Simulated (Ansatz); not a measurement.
Seebeck coefficient (μV/K, mean over directions) of p-type SnO2 (P4_2/mnm) against carrier density, PBEsol with spin-orbit coupling, rigid bands (Ansatz, a quantum-chemistry and plane-wave program). Computed gap 0.93 eV; densities at which minority carriers matter at this gap, or further valleys turn the trend, are left out. Conductivity mass 1.55 mₑ (harmonic mean over directions), N_v = 4.8e19 cm⁻³ at 300 K.

```csv
hole density,300 K,500 K
1e17 cm⁻³,741,813
1e18 cm⁻³,543,615
3e18 cm⁻³,449,520
1e19 cm⁻³,346,[?]
3e19 cm⁻³,255,[?]
1e20 cm⁻³,164,227
3e20 cm⁻³,97,148
1e21 cm⁻³,51,85
```

### Question
Fill in the missing entries.

### Answer

- 1e19 cm⁻³, 500 K: 417
- 3e19 cm⁻³, 500 K: 324

Rigid bands with a gap fixed in temperature, one relaxation time for all states, no polarons or phonon drag, and whether or not such doping can be reached.
